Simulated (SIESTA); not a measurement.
Input and output of a self-consistent single point for Rb₃IrF₆ (P1, 10 atoms in the cell) (SIESTA).

Computed with SIESTA with LDA PW92, numerical atomic orbitals DZP, PseudoDojo LDA standard norm-conserving potentials (rewritten from UPF to PSML).

```
Rb3IrF6
1.0
    0.00000     4.66664     4.66664
    4.66664     0.00000     4.66664
    4.66664     4.66664     0.00000
Rb Ir F
3 1 6
Cartesian
  2.31786   2.29173   2.36088
  7.00296   7.00307   7.01648
  4.64516   4.67973   4.65502
  0.00728   0.01408  -0.01301
  4.66250   4.72882   2.06292
  4.68207   4.65500   7.30265
  2.05913   4.68667   4.66887
  7.29376   4.65106   4.66305
  4.68887   2.02678   4.62755
  4.64012   7.26278   4.65531
```

Reference input (self-consistent single point, DFT, LDA PW92, numerical atomic orbitals DZP, PseudoDojo LDA standard norm-conserving potentials (rewritten from UPF to PSML)): XC.functional = LDA; XC.authors = PW92; potentials = PseudoDojo LDA standard; PAO.BasisSize = DZP; PAO.EnergyShift = 0.01 Ry; MeshCutoff = 400 Ry; kgrid.MonkhorstPack = 3 3 3; OccupationFunction = MP; OccupationMPOrder = 0; ElectronicTemperature = 20 meV; MaxSCFIterations = 150; SCF.Mixer.Method = Pulay. This run's input differs from it in these lines:

```diff
@@ -37,5 +37,5 @@
 %block kgrid.MonkhorstPack
-    3   0   0  0.0
-    0   3   0  0.0
-    0   0   3  0.0
+    7   0   0  0.0
+    0   7   0  0.0
+    0   0   7  0.0
 %endblock kgrid.MonkhorstPack
```

Log, with long lists cut:

```
        iscf     Eharris(eV)        E_KS(eV)     FreeEng(eV)     dDmax    Ef(eV) dHmax(eV)
   scf:    1    -9274.164158    -9320.803045    -9320.819523  1.530331 -1.370102 34.584929
   scf:    2    -9365.068915    -9348.035505    -9348.035539  0.391968 -3.241679 13.398737
   scf:    3    -9354.953096    -9351.928816    -9351.928816  0.294521 -3.780997  7.055360
   scf:    4    -9353.352592    -9353.316598    -9353.316598  0.311310 -3.814725  1.245542
   scf:    5    -9351.812715    -9352.934499    -9352.934499  0.112590 -3.406958  3.730026
   [... 5 lines left out ...]
   scf:   11    -9353.489042    -9353.489051    -9353.489051  0.001446 -4.106259  0.006004
   scf:   12    -9353.489055    -9353.489054    -9353.489054  0.000450 -4.109225  0.001969
   scf:   13    -9353.489054    -9353.489054    -9353.489054  0.000107 -4.108589  0.001360
   scf:   14    -9353.489054    -9353.489054    -9353.489054  0.000040 -4.108844  0.000077
SCF Convergence by DM+H criterion
max |DM_out - DM_in|         :     0.0000401609
max |H_out - H_in|      (eV) :     0.0000767403
SCF cycle converged after 14 iterations

Using DM_out to compute the final energy and forces

siesta: E_KS(eV) =            -9353.4891

siesta: E_KS - E_eggbox =     -9353.4891

siesta: Atomic forces (eV/Ang):
     1    0.001914    0.057222   -0.042343
     2   -0.004351   -0.024886    0.007782
     3    0.129100   -0.137675    0.108770
     4   -0.046273   -0.804071    0.674855
     5    0.021660   -0.041743   -1.105234
     6   -0.011316    0.001155    0.393795
     7   -0.896837    0.005974   -0.029635
     8    0.742251    0.084395   -0.059682
     9   -0.008545   -0.329117    0.007701
    10    0.067725    1.200406    0.032466
   Tot   -0.004672    0.011660   -0.011525
   Max    1.200406
   [... lines left out ...]
siesta: FreeEng =     -9353.489054
siesta: Cell volume =        203.255122 Ang**3
siesta:         -55.03489199        -88.87930458  kBar
   [... lines left out ...]

Mulliken Atomic Populations:
Atom #   charge [q] valence [e]  Species
     1     0.224737    8.775263  Rb
     2     0.223918    8.776082  Rb
     3     0.831420    8.168580  Rb
     4     0.871509   16.128491  Ir
     5    -0.360627    7.360627  F
     6    -0.356988    7.356988  F
     7    -0.361435    7.361435  F
     8    -0.355003    7.355003  F
     9    -0.356743    7.356743  F
    10    -0.360789    7.360789  F
 Total     0.000000
```

The run converged in 14 iterations. Against the reference run the free energy stays essentially unchanged (within 1 meV/atom), the pressure goes from -5.62 to -5.50 GPa, the largest force stays at 1.203 eV/Å and the gap on the mesh goes from 1.761 to 1.748 eV.

The starting cell comes from a database of computed structures (which also holds hypothetical and non-ambient phases and stackings), without a prior relaxation at this level. Its atoms were displaced at random from the sites of space group no. 225. Spin-orbit coupling is off. Values carry the incompleteness of an atom-centred basis. The basis of the alkali or alkaline-earth atoms may lack their empty d shell, which can raise the gap. With a pressure of about -6 GPa the cell is away from its equilibrium volume at this level. Forces in this geometry exceed 1 eV/Å.

Cost on one core of a shared machine: roughly 2 min.
